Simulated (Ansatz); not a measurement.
Take GaN in the wurtzite structure (space group P6_3mc, No. 186; a = 3.152 Å, c = 5.138 Å) as the base. Axes: x lies along a and z along c of the hexagonal cell.

All numbers come from LDA (Ansatz, a program for electronic structure; PAW; 420 eV plane waves; no spin-orbit coupling).

Base values:

The band gap is 2.13 eV and the electron mass comes out as 0.18 mₑ along c, 0.20 mₑ across (at Γ). The gap character is direct at Γ.

Now apply this change: the cell is compressed by 0.60 % along x with no lateral relaxation, atoms relaxed at fixed cell.

Question: What happens to the band gap, energy relative to the base, electron mass and gap character?

Answer: The band gap increases by 0.01 eV, from 2.13 eV to 2.14 eV; the energy grows by 0.5 meV/atom; the electron mass goes from 0.18 mₑ along c, 0.20 mₑ across (at Γ) to 0.18 mₑ along z, 0.20 mₑ across (at Γ); the gap character is still direct at Γ.

The cells carry an imposed strain or load. Masses are band curvatures over ±0.01 Å⁻¹ around the edge. No phonon test of stability was made. Labels are those of the standard path for the cell's own space group.
